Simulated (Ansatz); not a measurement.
AlAs under load (space group R3m), PBE with spin-orbit coupling, rigid bands (Ansatz, a first-principles code). Condition of this run: biaxial stress in (111) of -1.2 GPa (compression positive) (the target of the relaxation). Band gap 1.34 eV, N_c = 1.81e19 cm⁻³ and N_v = 1.08e19 cm⁻³ at 300 K, conductivity masses of 0.338 mₑ (electrons) and 0.491 mₑ (holes). Take k_BT = 0.02585 eV.

**Question.** What built-in voltage has an abrupt junction with N_A = 1e16 and N_D = 1e17 cm⁻³, all dopants ionised?

**Answer.** V_bi = E_g/e − (k_BT/e) ln(N_c N_v/(N_A N_D)) = 1.34 − 0.02585 × 12.18 = 1.03 V, for the computed gap.

**Question.** Find the intrinsic carrier density and the intrinsic Fermi level.

**Answer.** n_i = √(N_c N_v) exp(−E_g/2k_BT) = 1.40e19 × exp(−25.92) = 7.8e7 cm⁻³. The level lies (k_BT/2) ln(N_v/N_c) = -7 meV from mid-gap (positive towards the conduction band). Each 0.1 eV added to the gap lowers n_i by a factor of 6.9.

**Question.** A film of it is 3 nm thick. Estimate the confinement energies in an infinite well.

**Answer.** ħ²π²/(2m t²) = 0.376 eV·nm²/(m/mₑ × t²) gives 124 meV for electrons and 85.1 meV for holes, so the gap would widen to about 1.55 eV. Finite barriers and nonparabolic bands lower this, and with several valleys or bands the heaviest mass along the normal sets the lowest level, not this average.

Rigid bands with the computed gap; masses take one relaxation time for all states. Geometry: cell and atoms relaxed with PBEsol.
